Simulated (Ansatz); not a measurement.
Structures of equal composition on the (110) surface of bcc Ta: a layer of Sn in place of the second plane; a layer of Sn in place of the third plane. The slabs share one bottom face, and each structure is named by its start. These are constructed structures in small cells; real faces may alloy, dewet or reconstruct in larger ones, and not all known structures of the face are among them. Slabs of about 11 Å with all that they carry, Fermi-Dirac smearing of 0.1 eV. Bottom of the slabs: a bare face, its two planes held. Relaxed from the named starts with such symmetry as they have, on meshes of like density; energies extrapolated to zero smearing; no spin-orbit coupling, no U. Spin-polarised runs, if any, are marked in brackets, and their order is one that fits the cell; the others ran without spin.

Method: PBE (plane waves to 420 eV, PAW; Ansatz, an electronic-structure program).

### Question
Rank these by energy per 1x1 cell (lowest first), as PBE gives it.

### Answer
a layer of Sn in place of the third plane (0.000 eV), a layer of Sn in place of the second plane (0.352 eV)
